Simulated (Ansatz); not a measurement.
# PbSnS2 (Cc, No. 9, 8 atoms in the cell; start mp-1218961)

All values below come from PBEsol (PAW; Ansatz, a quantum-chemistry and plane-wave program).

Run with plane-wave cutoff 520 eV, 8×8×2 k mesh (along the axes of the cell as run), Fermi–Dirac smearing 0.01 eV, scalar-relativistic PAW data made under PBE.

Cell (relaxed at this level):

Space group Cc (No. 9); a = 5.8258 Å, b = 5.8380 Å, c = 11.6289 Å, α = γ = 90.00°, β = 101.46°

| atom | site | symmetry | x | y | z |
|---|---|---|---|---|---|
| Sn | 4a | 1 | 0.2271 | 0.0751 | 0.1263 |
| Pb | 4a | 1 | 0.2914 | 0.5844 | 0.3844 |
| S | 4a | 1 | 0.1954 | 0.6153 | 0.1398 |
| S | 4a | 1 | 0.2861 | 0.1049 | 0.3495 |
(The calculation used a cell of 8 atoms; values per cell refer to that cell.)

```yaml
band_gap: 0.76 eV (on the SCF k mesh)
"Γ–Γ gap": 1.39 eV
bulk modulus B0: 41.7 GPa
```

Note: the relaxation could not lower the start's symmetry, so the cell can be a saddle point above a distorted one; the bulk modulus is −V dP/dV from two relaxed cells at ±2 % in volume.

Spin–orbit coupling is not included; with these elements it can move the gap by several tenths of an eV or more.

Computed values are for the static lattice.

It cost about 70 core-minutes (a rough figure) of CPU time.

A start named mp-… is a Materials Project structure, which need not be a measured phase.
